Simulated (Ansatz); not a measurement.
Consider this model of amorphous Si$_{24}$O$_{47}$H$_{2}$.

```xyz
73
Lattice="10.2320 -0.0404 -0.0576 -0.0404 9.8562 -0.1917 -0.0576 -0.1917 10.4870" Properties=species:S:1:pos:R:3 pbc="T T T"
Si     8.1787     3.3238     7.6013
Si     5.9244     2.3347     9.6464
Si     4.1509     6.7509     6.5100
Si     4.6552     2.1093     5.2830
Si     0.8642     3.3213     8.0500
Si     3.1424     3.1117    10.3209
Si     1.5713     8.3675     9.1266
Si     1.4954     4.6280     1.9072
Si     5.9552     4.9821     4.5973
Si     9.3270     9.2415     0.0706
Si     7.1703     7.1733    -0.1181
Si     6.3765    -0.0767     3.7052
Si     4.7758     8.0220     1.5904
Si     0.7353     6.2816     7.2587
Si     9.8171     1.4614     6.0135
Si     9.9184     2.9124     3.4128
Si     7.9115     1.6508     1.5523
Si     9.5479     6.6870     1.5973
Si     8.0382     6.2758     7.5997
Si     5.3381     0.0380     7.4836
Si     3.4444     6.3818     3.6166
Si     3.8196     0.2841    10.2728
Si     0.2568     5.7930     4.2583
Si     7.9105     9.0795     6.1629
O      9.9012     4.2550     4.3480
O      9.4562    -0.0931     6.3756
O      5.1625     0.7620     9.2518
O      1.7864     5.5663     3.3599
O      9.9383     8.2333     1.2228
O      5.4121     3.5013     5.4006
O      0.3818     5.5609     1.1745
O      8.1345     6.3175     0.8948
O      5.3434     1.0315     4.2325
O      7.9456     7.5158     6.5618
O     10.1493     1.6304     4.4024
O      4.2826     9.3379     0.7583
O      1.9646     3.0097     9.2113
O      0.9351     3.1899     2.4155
O      4.6626     8.4638     7.0914
O      7.2223     0.5104     2.4489
O      2.6986     9.5601     9.0508
O      1.3032     4.7582     7.4136
O      4.6672     3.3749     9.7514
O      0.1357     9.1156     9.4192
O      9.1332     0.9313     0.7256
O      8.4741     2.3388     6.3399
O      5.5943     8.4613     2.9106
O      3.4562     7.2257     2.1611
O      0.4662     6.5086     5.6559
O      6.9744     0.0225     7.4126
O      4.6801     1.3161     6.7530
O      2.7918     4.4007     0.9752
O      9.5998     6.3199     8.1089
O      7.8419     4.7824     6.9793
O      9.5389     3.3516     8.5493
O      8.5694     2.7897     2.5114
O      3.3003     7.2652     4.9331
O      5.6864     7.1825     0.5372
O      7.3541     9.2581     4.6536
O      0.8442     2.0904     6.9502
O      9.5688     6.6601     3.2307
O      5.5542     6.1784     5.7849
O      3.3511     1.8194     0.5193
O      4.4722     5.1739     3.5604
O      1.9930     7.2285    10.2013
O      7.7840     8.4727    10.1636
O      7.0317     6.3379     8.8858
O      6.9239     2.7573     8.4788
O      3.0999     2.3306     4.8121
O      6.7799     2.2975     0.5491
O      1.5513     7.6108     7.7007
H      2.2005     7.5854     0.6597
H      2.5589     1.5302     4.7433
```

The numbers are results of PBE, scalar-relativistic without spin-orbit coupling (plane waves to 420 eV, PAW; Ansatz, a quantum-chemistry and plane-wave program), not measurements. The usual formal charges leave 4 electrons over, so the level spacing at the Fermi energy parts defect or band states and needn't be the band gap.

Preparation: random packing, a CHGNet melt and quench, and a DFT relaxation. O atoms were pushed apart under 1.9 Å during the dynamics, to hinder bonds among them. The hot cell started wider than the set density and was brought back towards it in steps. It is the lowest in DFT energy of 2 quenches. It is a model cell: composition and starting density were chosen by hand, and all elements were melted together. No dispersion term was used. Its density started from a set value of 2.24 and ended at 2.24 g/cm³. The simulated quench (nominally 780 K/ps over its main leg) is rapid and tends to freeze in more defects than a deposited or slowly cooled glass has. A cell of this size samples the disorder only roughly. The volume was held where the preparation left it and the shape relaxed, at a PBE pressure of 0.2 GPa. On a 2×2×2 Γ-centred mesh force components of up to 0.14 eV/Å stay, since the relaxation ran on the zone centre alone.

Cut-offs for bonds: Si-Si 2.60 Å, Si-O 2.06 Å, Si-H 1.70 Å, O-O 1.58 Å, O-H 1.16 Å, H-H 0.90 Å. Two cations that share two anions don't count as bonded, nor two that share one unless they lie closer than Si-Si 2.38 Å.

Q: Give the coordination numbers, mean bond lengths and angles.

A: 
| Quantity | Value |
|---|---|
| Mean coordination of Si by anions | 3.92 (2 with 3, 22 with 4) |
| Mean coordination of O | 2.04 (45 with 2, 2 with 3) |
| Mean coordination of H | 1.00 (2 with 1) |
| Mean Si-O bond | 1.651 Å (spread 0.065 Å, 94 counted) |
| Mean O-H bond | 0.970 Å (spread 0.001 Å, 2 counted) |
| Bond angle at Si | mean 108.9°, spread 5.1° |
| Bond angle at O | mean 135.1°, spread 13.7° |

Q: Which atoms depart from the most common coordination of their element?

A: Si3 has 3 (O62 1.68 Å, O57 1.86 Å, O39 1.88 Å); Si9 has 3 (O62 1.73 Å, O30 1.77 Å, O64 1.82 Å); O27 has 3 (Si22 1.75 Å, Si2 1.79 Å, Si20 1.92 Å); O28 has 3 (Si8 1.75 Å, Si23 1.79 Å, Si21 1.87 Å).

Q: List the pairs of like atoms that count as bonded by the rules above.

A: There are none by these rules.
